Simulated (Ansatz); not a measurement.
Start from WSi$_{2}$ (space group I4/mmm, No. 139; a = 3.1853 Å, c = 7.7731 Å; relaxed with 0.1 eV smearing). Axes: x, y, z lie along a, b, c of the conventional cell.

All numbers come from LDA (Ansatz, a program for electronic structure), no spin-orbit coupling.

Base values:

The band gap comes out as zero. The shortest interatomic distance is 2.571 Å.

Modification: tensor shear ε_xz = +0.57 % (engineering shear γ = 0.0114), atoms relaxed at fixed cell.

### Question
How does this affect the energy relative to the base, stress, band gap and shortest interatomic distance?

### Answer
The energy goes up by 1.1 meV/atom; the stress (xx, yy, zz, yz, xz, xy; compression positive) amounts to (0.0, 0.0, 0.0, 0.0, -2.4, 0.0) GPa; the band gap remains zero; the shortest interatomic distance stays 2.571 Å.

The cells carry an imposed strain or load. Whether these cells are dynamically stable was not tested. The final runs are not spin-polarised.
